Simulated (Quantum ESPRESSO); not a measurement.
A self-consistent single point of Mo2N (Imm2, 6 atoms in the cell) with Quantum ESPRESSO.

Level of theory: PBEsol, GBRV 1.5 ultrasoft (PBESOL) pseudopotentials (plane waves; Quantum ESPRESSO).

```
CELL_PARAMETERS angstrom
     -2.13417     2.13417     3.98701
      2.13417    -2.13417     3.98701
      2.13417     2.13417    -3.98701
ATOMIC_POSITIONS crystal
  Mo 0.99323 0.49323 0.50000
  Mo 0.23696 0.23696 0.00000
  Mo 0.76304 0.76304 0.00000
  Mo 0.51304 0.01304 0.50000
  N  0.25000 0.75000 0.50000
  N  0.50000 0.50000 0.00000
```

Reference input (self-consistent single point, DFT, PBEsol, plane waves, GBRV 1.5 ultrasoft (PBESOL) pseudopotentials): ecutwfc = 40 Ry; ecutrho = 320 Ry; occupations = smearing; smearing = gauss; degauss = 0.0073499 Ry; potentials = {Mo: mo_pbesol_v1.uspp.F.UPF, N: n_pbesol_v1.2.uspp.F.UPF}; K_POINTS = automatic 5 5 5 0 0 0; conv_thr = 1e-11 Ry. This run's input differs from it in these lines:

```diff
@@ -16,3 +16,3 @@
  smearing = 'gauss'
- degauss = 0.0073499
+ degauss = 0.0036749
 /
```

Log, with long lists cut:

```
     Self-consistent Calculation

     iteration #  1     ecut=    40.00 Ry     beta= 0.70

     total energy              =    -597.28985363 Ry
     estimated scf accuracy    <       0.79564117 Ry

     iteration #  2     ecut=    40.00 Ry     beta= 0.70

     total energy              =    -597.23570928 Ry
     estimated scf accuracy    <       2.64192714 Ry

     iteration #  3     ecut=    40.00 Ry     beta= 0.70

     total energy              =    -597.71352959 Ry
     estimated scf accuracy    <       0.02182398 Ry

   [... 13 blocks of this kind left out ...]

     iteration # 17     ecut=    40.00 Ry     beta= 0.70

     total energy              =    -597.72056128 Ry
     estimated scf accuracy    <          1.1E-11 Ry

     iteration # 18     ecut=    40.00 Ry     beta= 0.70
     End of self-consistent calculation

     the Fermi energy is    20.9100 ev

!    total energy              =    -597.72056128 Ry
     estimated scf accuracy    <          1.8E-13 Ry
     smearing contrib. (-TS)   =      -0.00067392 Ry
     internal energy E=F+TS    =    -597.71988735 Ry

     convergence has been achieved in  18 iterations

     Forces acting on atoms (cartesian axes, Ry/au):

     atom    1 type  1   force =     0.00000000   -0.00000000   -0.01335824
     atom    2 type  1   force =     0.00000000    0.00000000    0.01185506
     atom    3 type  1   force =     0.00000000   -0.00000000   -0.01404898
     atom    4 type  1   force =     0.00000000    0.00000000   -0.00339017
     atom    5 type  2   force =     0.00000000    0.00000000    0.01846482
     atom    6 type  2   force =     0.00000000    0.00000000    0.00047752

     Total force =     0.029479     Total SCF correction =     0.000000

          total   stress  (Ry/bohr**3)                   (kbar)     P=      -97.03
  -0.00067361   0.00000000  -0.00000000          -99.09        0.00       -0.00
   0.00000000  -0.00071878   0.00000000            0.00     -105.74        0.00
   0.00000000   0.00000000  -0.00058635            0.00        0.00      -86.26

   JOB DONE.
```

The run converged in 18 iterations. Against the reference run the free energy rises by 2.0 meV/atom, the pressure moves little (-9.67 to -9.70 GPa) and the largest force hardly changes (0.476 to 0.475 eV/Å).

The starting cell comes from a database of computed structures (which also holds hypothetical and non-ambient phases and stackings), without a prior relaxation at this level. Its lattice was rescaled by up to half a per cent. One atom was moved a little off its site on purpose. Spin polarisation is off. With a pressure of about -10 GPa the cell is away from its equilibrium volume at this level.

Cost on one core of a shared machine: roughly 2 min.
